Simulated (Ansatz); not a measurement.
## ScAl3N4 (model structure, P-6m2, No. 187, 8 atoms in the cell): lattice constant a by level of theory

No measured value is used here.

| level (code) | value (Å) |
|---|---|
| PBE (Ansatz) | [?] |
| PBEsol (Ansatz) | 3.436 |
| r²SCAN (Ansatz) | 3.435 |

### Question
Fill in the missing entries.

### Answer

- PBE (Ansatz, a first-principles code), value (Å): 3.456

Cutoffs differ between the levels. Ansatz's density-functional and Hartree–Fock values are scalar-relativistic unless marked +SOC, with PAW data made under PBE.

A model structure was made by putting elements into a prototype or built by hand; it is no filed structure, need not be a known phase, and can be a saddle point held by its symmetry.
